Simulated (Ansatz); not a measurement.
```xyz
2
Lattice="0.0000 2.8284 2.8850 2.8284 0.0000 2.8850 2.8284 2.8284 0.0000" Properties=species:S:1:pos:R:3 pbc="T T T"
Be     0.0000     0.0000     0.0000
Te     1.4142     1.4142     1.4425
```

No spin polarisation.

All numbers come from Ansatz (a program for electronic structure) r2SCAN, without spin-orbit coupling. Settings: 10×10×10 k-points, 0.05 eV Fermi–Dirac smearing.

**Question.** Predict the smallest direct gap, gap character, band gap and stress.

**Answer.** The smallest direct gap is 4.01 eV. The gap character is indirect, Γ → X. The band gap is 2.34 eV and the stress (xx, yy, zz, yz, xz, xy; compression positive) is (-0.70, -0.70, -1.97, 0.00, 0.00, 0.00) GPa.

With Te present, leaving out spin-orbit coupling can change the band edges. The cells carry an imposed strain or load. Whether these cells are dynamically stable was not tested. The cell was made from BeTe in the zinc blende structure (space group F-43m, No. 216) by this change: uniaxial strain ε_zz = +2.00 %.
